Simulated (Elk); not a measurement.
Band structure of V3Ge (Pm-3n, 8 atoms in the cell).

```
CELL_PARAMETERS angstrom
      4.78711     0.00000     0.00000
      0.00000     4.78711     0.00000
      0.00000     0.00000     4.78711
ATOMIC_POSITIONS crystal
  V  0.50000 0.25000 0.00000
  V  0.50000 0.75000 0.00000
  V  0.25000 0.00000 0.50000
  V  0.75000 0.00000 0.50000
  V  0.00000 0.50000 0.25000
  V  0.00000 0.50000 0.75000
  Ge 0.50000 0.50000 0.50000
  Ge 0.00000 0.00000 0.00000
```
Moments meant for the start (each program seeds them in its own way; μB, in the order of the atoms V V V V V V Ge Ge): 2.0 2.0 2.0 2.0 2.0 2.0 0.0 0.0.

Computed with Elk with PBEsol, all-electron FP-LAPW, Elk's shipped species files, APW+lo basis with extra local orbitals.

Settings: xctype = 22; spinpol = true; rgkmax = 7.5; stype = 0; swidth = 0.00499791 Ha; ngridk = 3 3 3; reducebf = 0.7; gmaxvr = 14 1/bohr; nxlo = 2; lorbcnd = true; rmtscf = 0.88; lmaxi = 2; nempty = 8 per atom.

The starting cell comes from a database of computed structures (which also holds hypothetical and non-ambient phases and stackings), without a prior relaxation at this level. Its lattice was rescaled by a random factor within 2.5 % of one. The moments shrank to a small part of their start, a low-spin state that need not be the lowest. Values depend on the basis (sphere radii, cutoffs, local orbitals), which need not be converged.

Levels in eV from the Fermi level, bands 49 to 56 of the first spin channel:
```json
[
 {"point": "Γ", "49": "-0.83", "50": "-0.39", "51": "-0.39", "52": "-0.39", "53": "0.07", "54": "0.07", "55": "1.94", "56": "1.94"},
 {"point": "X", "49": "-0.61", "50": "-0.61", "51": "-0.53", "52": "-0.53", "53": "-0.35", "54": "-0.35", "55": "1.29", "56": "1.29"},
 {"point": "M", "49": "-0.06", "50": "0.12", "51": "0.12", "52": "0.46", "53": "0.46", "54": "0.57", "55": "0.57", "56": "0.66"},
 {"point": "R", "49": "0.15", "50": "0.15", "51": "0.15", "52": "0.15", "53": "0.15", "54": "0.15", "55": "0.19", "56": "0.19"}
]
```

Bands cross the Fermi level along this path, so the cell is metallic at this level.

The net moment of the cell came out as 1.32 μB.
